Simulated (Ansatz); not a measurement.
Output of an Ansatz run (abridged):

```
WARN ansatz: RAYON_NUM_THREADS=1 ignored (pool sized by the plan → 1); use --threads N
Pseudopotentials: kind: paw
Pseudopotential: Ti, paw, valence charge 12
Pseudopotential: Zn, paw, valence charge 12
Crystal: 2 atoms, lattice volume = 30.756 Å³
Basis set: ecut = 420.4159175005146 eV, 619 PW (Γ)
Bands: 16, of which v1, the nominal top of the filled ones, is band 12 counted from 1 (11 counted from 0)
Symmetry: 48 space group operations
Space group: Pm-3m (ITA 221), of the structure as read, at distance tolerance 3.1e-5 Å
k-points: 56 of 1331
PAW frozen core: Ti, regenerated for the run's functional, and the local potential with it
PAW frozen core: Zn, regenerated for the run's functional, and the local potential with it
Initial density: superposition of atomic densities (neutral atoms: chi_scale 0, normalization atom), corrected by the library's trained network
Initial wavefunctions: pseudopotential atomic-orbital guess
Eigensolver: davidson
Functional: x = slater, c = lda
SCF iter   1: F=—  HF=-5696.972105 eV  |F-HF|=—  |Δ(HF+E_count)|=         —  Δρ=6.48e-3  dr2=9.59e-3  ethr=1.77e-3  ⟨swp⟩=5.1  Hψ=4305  notcnv=0
all-band conjugate gradients solve this SCF's bands
preconditioner: auto → none
SCF iter   2: F=—  HF=-5696.970034 eV  |F-HF|=—  |Δ(HF+E_count)|=   2.07e-3  Δρ=2.25e-3  dr2=6.62e-4  ethr=3.99e-5  ⟨swp⟩=1.8  Hψ=1429  notcnv=0
SCF iter   3: F=—  HF=-5696.970057 eV  |F-HF|=—  |Δ(HF+E_count)|=   2.28e-5  Δρ=5.47e-4  dr2=4.08e-5  ethr=2.76e-6  ⟨swp⟩=2.5  Hψ=1327  notcnv=0
SCF iter   4: F=—  HF=-5696.970069 eV  |F-HF|=—  |Δ(HF+E_count)|=   1.24e-5  Δρ=3.41e-4  dr2=1.93e-5  ethr=1.70e-7  ⟨swp⟩=2.0  Hψ=1231  notcnv=0
SCF iter   5: F=—  HF=-5696.970061 eV  |F-HF|=—  |Δ(HF+E_count)|=   8.22e-6  Δρ=2.03e-5  dr2=5.36e-8  ethr=8.06e-8  ⟨swp⟩=2.0  Hψ=1214  notcnv=0
SCF iter   6: F=-5696.970061 eV  HF=-5696.970061 eV  |F-HF|=6.46e-10  |Δ(HF+E_count)|=   4.88e-8  Δρ=3.18e-6  dr2=1.57e-9  ethr=2.23e-10  ⟨swp⟩=4.9  Hψ=3616  notcnv=0
SCF 1 converged in 6 iterations: F = -5696.970061 eV  dr2 = 1.57e-9
SCF converged after 6 iterations
Free energy (F): -5696.970061 eV
Harris-Foulkes:  -5696.970061 eV  (|F-HF|=6.46e-10)
Internal energy: -5696.967688 eV  (E = F + TS)
E sigma→0 (E₀):  -5696.968874 eV
Entropy (-TS):   -0.002373 eV (-1.187 meV/atom)
Fermi energy:    12.572600 eV
--- Per-component energies (eV) ---
  E_band       = -94.795115
  E_kinetic    = 403.889577
  E_local      = -2282.839614  (includes V_loc(G=0)·N_el)
  E_nonlocal   = 622.433998
  E_hartree    = 948.874110
  E_xc         = -233.814632
  E_vxc        = -177.099787  (∫ρ·V_xc dr)
  E_paw        = -2748.891852  (= ΣΔE_a)
  E_vpaw       = -558.929071  (= ΣTr[D̂ρ^β])
  E_aug_tail   = -0.000207  (compensation charges beyond the density's cutoff)
  E_ewald      = -2408.502159
  E_core_change = 1.883092  (= ΣΔE_core)
  E_smearing   = -0.002373  (= −TS)
  E_closure    = -0.000000  (closes the sum)
  Σ components = -5696.970061   (vs F -5696.970061, Δ=0.00e0)
--- Forces (eV/Å), atoms counted from 1 ---
  atom   1  Ti     0.00000000    -0.00000000    -0.00000000
  atom   2  Zn    -0.00000000     0.00000000    -0.00000000
  max |Σ_I F_I| component: 4.95e-29 eV/Å
--- Stress (GPa, compression-positive) ---
       -8.128992       0.000000       0.000000
        0.000000      -8.128992       0.000000
        0.000000       0.000000      -8.128992
  P = ⅓ Tr σ = -8.1290 GPa (-81.290 kbar)
  The stress holds the Pulay correction. Without it, at fixed plane waves, as pw.x and ABINIT print it: P = -8.1851 GPa
--- Band table (eV; the first three rows and the last of 56) ---
  k-point 0: bands = ["-43.8132", "-20.2850", "-20.2850", "-20.2850", "4.1011", "5.1461", "5.1461", "5.6029", "5.6029", "5.6029", "12.0279", "12.0279", "14.6934", "14.6934", "14.6934", "18.8678"]
  k-point 1: bands = ["-43.8118", "-20.3007", "-20.2837", "-20.2837", "4.2412", "5.1583", "5.1753", "5.5951", "5.5951", "5.6068", "12.0137", "12.0371", "14.5032", "14.5032", "14.6917", "18.1599"]
  k-point 2: bands = ["-43.8079", "-20.3425", "-20.2803", "-20.2803", "4.6404", "5.1911", "5.2705", "5.5746", "5.5746", "5.6173", "11.8637", "12.0626", "14.0789", "14.0789", "14.6871", "16.8929"]
  k-point 55: bands = ["-43.7615", "-20.4272", "-20.4268", "-20.4268", "5.2867", "5.2985", "5.2985", "5.8537", "5.8537", "10.0773", "10.3645", "10.3645", "14.7522", "15.3010", "15.3010", "17.4338"]
```

The structure:

```
CELL_PARAMETERS angstrom
      3.13312     0.00000     0.00000
      0.00000     3.13312     0.00000
      0.00000     0.00000     3.13312
ATOMIC_POSITIONS crystal
  Ti 0.50000 0.50000 0.50000
  Zn 0.00000 0.00000 0.00000
```

**Question.** Reconstruct the input of this run.

**Answer.** Other spellings and defaults could give the same log, and not every line can be read from it. The input that was run (DFT, LDA (PW92), plane waves, default PAW files made with PBE):

Ansatz 0.2 input:
```yaml
# TiZn
crystal:
  lattice:
    - [3.133121, 0.000000, 0.000000]
    - [0.000000, 3.133121, 0.000000]
    - [0.000000, 0.000000, 3.133121]
  atoms:
    - { symbol: Ti, position_ang: [1.566561, 1.566561, 1.566561] }
    - { symbol: Zn, position_ang: [0.000000, 0.000000, 0.000000] }
basis:
  ecutwfc: 30.9 Ry
kpoints:
  mp_grid: { grid: [11, 11, 11] }
hamiltonian:
  xc: lda
  pseudopotentials: { kind: paw }
scf:
  occupations: { method: gaussian, width: 0.0073 Ry }
output:
  forces: true
  eigenvalues: true
  stress: true
```

The starting cell comes from a database of computed structures (which also holds hypothetical and non-ambient phases and stackings), without a prior relaxation at this level. Its lattice was rescaled by up to half a per cent. Spin polarisation is off. With a pressure of about -8 GPa the cell is away from its equilibrium volume at this level. Ansatz's pressure includes its estimate of the finite-basis (Pulay) stress.

Ansatz is an electronic-structure program.
